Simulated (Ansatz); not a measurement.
GaAs under load (space group F-43m), r2SCAN with spin-orbit coupling, rigid bands in Ansatz (a quantum-chemistry and plane-wave program). Condition of this run: hydrostatic pressure 10 GPa (the target of the relaxation). Band gap 1.43 eV, N_c = 4.16e19 cm⁻³ and N_v = 1.12e19 cm⁻³ at 300 K, conductivity masses of 0.328 mₑ (electrons) and 0.354 mₑ (holes). Take k_BT = 0.02585 eV.

What built-in voltage has an abrupt junction with N_A = 1e16 and N_D = 1e18 cm⁻³, all dopants ionised?

V_bi = E_g/e − (k_BT/e) ln(N_c N_v/(N_A N_D)) = 1.43 − 0.02585 × 10.75 = 1.15 V, for the computed gap.

What thermal injection velocity √(2k_BT/πm) limits a ballistic channel?

9.39e6 cm/s for electrons and 9.04e6 cm/s for holes, a ratio of √(m_h/m_e) = 1.04, for dilute carriers.

A film of it is 5 nm thick. Estimate the confinement energies in an infinite well.

ħ²π²/(2m t²) = 0.376 eV·nm²/(m/mₑ × t²) gives 45.9 meV for electrons and 42.5 meV for holes, so the gap would widen to about 1.52 eV. Finite barriers and nonparabolic bands lower this, and with several valleys or bands the heaviest mass along the normal sets the lowest level, not this average.

Rigid bands with the computed gap; masses take one relaxation time for all states.
